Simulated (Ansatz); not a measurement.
```xyz
8
Lattice="5.4877 0.0000 0.0000 -2.7438 4.7525 0.0000 0.0000 0.0000 4.3845" Properties=species:S:1:pos:R:3 pbc="T T T"
Ir     1.3747     3.9620     3.2884
Ir     1.3691     0.7905     1.0961
Ir     2.7438     3.1715     1.0961
Ir     0.0000     1.5810     3.2884
Ir    -1.3747     3.9620     3.2884
Ir     4.1185     0.7905     1.0961
W      2.7438     1.5842     3.2884
W      0.0000     3.1683     1.0961
```

WIr$_{3}$ (P6_3/mmc), PBEsol, DFPT electron-phonon coupling, linearised Boltzmann equation (plane waves, PAW, scalar-relativistic; Ansatz, a quantum-chemistry and plane-wave program): the phonon-limited resistivity at 300 K is 18.0 μΩ·cm (x, the basal plane), 18.0 μΩ·cm (y, the basal plane), 14.1 μΩ·cm (z, c). Third figures are kept for the arithmetic.

**Question.** How anisotropic is it, and between which bounds lies a dense polycrystal with random grains and no boundary scattering?

**Answer.** Largest over smallest: 1.28. Upper bound, grains in series: (18.0 + 18.0 + 14.1)/3 = 16.7 μΩ·cm. Lower bound, grains side by side: 3/Σ(1/ρ) = 16.5 μΩ·cm. The best single-crystal direction lies 14 % under the lower bound.

A metal at this level (no band gap). Only scattering by harmonic phonons is included (no impurities, grain boundaries, electron-electron scattering or thermal expansion). Spin-orbit coupling is left out, which matters with elements this heavy. Halving the electron mesh (20x20x20) moves the resistivity by up to 6 % at 300 K, the mean free path by up to 3 %. Smearing 0.20 eV; phonons on a 3x3x3 q mesh, which this run doesn't test.

Computed structure with no diffraction record at hand here (it may be known, metastable or hypothetical): WIr3 (P6_3/mmc).
